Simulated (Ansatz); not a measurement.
C11b MoSi2, treated with PBE-D4 (Ansatz, a program for electronic structure, plane waves, PAW).

Run with plane-wave cutoff 520 eV, 24×24×24 k mesh, Fermi–Dirac smearing 0.05 eV, no spin polarisation, scalar-relativistic PAW data made under PBE.

Cell (relaxed at this level):

MoSi2 is taken in the tetragonal space group I4/mmm (No. 139), Pearson symbol tI6. Lattice parameters: a = 3.1841 Å, b = 3.1841 Å, c = 7.8045 Å, α = 90.00°, β = 90.00°, γ = 90.00°. Si on 4e is surrounded by 5 Si at 2.580–2.611 Å and 5 Mo at 2.595–2.612 Å. Mo on 2a is surrounded by 10 Si at 2.595–2.612 Å and 4 Mo at 3.184 Å. (Neighbours: up to the widest gap in distance over summed covalent radii, below 1.35, at either atom; cation-cation and far metal-metal contacts left out.)
(The calculation used a cell of 3 atoms; values per cell refer to that cell.)

Q: Predict the bulk modulus B0 and pressure derivative B′ of the bulk modulus.

A: 
* **bulk modulus B0**: 220 GPa
* **pressure derivative B′ of the bulk modulus**: 4.4

The run finds no gap.

Measured, for comparison: bulk modulus 222 ± 2 GPa (room temperature, not corrected to a static lattice, B' = 4; as tabulated in Structural stability of MoSi2 and Mo5Si3 under high pressure, Chin. Phys. B 26 …). Computed (rounded) less measured: bulk modulus -0.9 % (inside the measured uncertainty).

Note: the bulk modulus comes from volumes at which shape and atoms were relaxed.

Cost on a shared machine: around 25 core-minutes (rough).
